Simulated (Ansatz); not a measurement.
Seebeck coefficient (μV/K, mean over directions) of n-type PtS (P4_2/mmc) against carrier density, PBEsol, rigid bands (Ansatz, a quantum-chemistry and plane-wave program). Computed gap 0.52 eV; densities at which minority carriers matter at this gap, or further valleys turn the trend, are left out. Conductivity mass 0.95 mₑ (harmonic mean over directions), N_c = 2.8e19 cm⁻³ at 300 K.

| electron density | 300 K |
|---|---|
| 1e17 cm⁻³ | -730 |
| 1e18 cm⁻³ | -532 |
| 3e18 cm⁻³ | -438 |
| 1e19 cm⁻³ | -337 |
| 3e19 cm⁻³ | -250 |
| 1e20 cm⁻³ | -168 |
| 3e20 cm⁻³ | ? |
| 1e21 cm⁻³ | -47 |

Some entries are withheld; supply them.


- 3e20 cm⁻³, 300 K: -104

Rigid bands with a gap fixed in temperature, one relaxation time for all states, no polarons or phonon drag, and whether or not such doping can be reached. Spin-orbit coupling is left out; with 5d elements it also splits d-like band edges.

Formula and space group known from diffraction (Crystallography Open Database), not checked to be the room-temperature form: PtS (P4_2/mmc).
